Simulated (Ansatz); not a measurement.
# Effect of pressure 4.2 GPa on ZnS

Consider ZnS in the zinc blende structure (space group F-43m, No. 216; a = 5.4434 Å).

Now apply this change: cell and atoms relaxed at a pressure of 4.2 GPa.

The values are results of PBE (Ansatz, an electronic-structure program; PAW; 420 eV plane waves; no spin-orbit coupling), not measurements. k-mesh 10×10×10 (Γ-centred); smearing 0.05 eV (Fermi–Dirac).

```csv
quantity,base,changed,shift
shortest interatomic distance,235.7 pm,231.5 pm,-4.2 pm
enthalpy H = E + PV relative to the base's energy,–,+0.51 eV/atom,–
band gap,2.02 eV,2.25 eV,+0.23 eV
gap character,direct at Γ,direct at Γ,–
mean gap deformation potential ΔEg/Δln V,–,-4.3 eV,–
width of the top valence band,2.63 eV,2.84 eV,+0.21 eV
electron mass,0.17 mₑ (at Γ),0.18 mₑ (at Γ),–
"hole mass (degenerate bands, along [100])","0.18, 0.72, 0.72 mₑ (at Γ)","0.19, 0.67, 0.67 mₑ (at Γ)",–
"valley order (the lowest conduction-band minima on the path, energy above the VBM, named in the base's zone)",Γ 2.02 eV; L along ⟨111⟩ 3.26 eV; X along ⟨100⟩ 3.45 eV,Γ 2.25 eV; X along ⟨100⟩ 3.33 eV; L along ⟨111⟩ 3.36 eV,–
```

Final structure:

```
ZnS
1.0
    0.00000     2.67355     2.67355
    2.67355     0.00000     2.67355
    2.67355     2.67355     0.00000
S Zn
1 1
Cartesian
  4.01033   4.01033   4.01033
  0.00000   0.00000   0.00000
```

Load acts through the strain it causes; cell and atoms are relaxed under it. Effective masses come from finite differences of ±0.01 Å⁻¹. Stability against distortions was not tested. Tetrahedral semiconductors of this kind turn to denser phases somewhere between about 1 and 50 GPa; those were not computed, so compressed cells here can lie past the real transition.
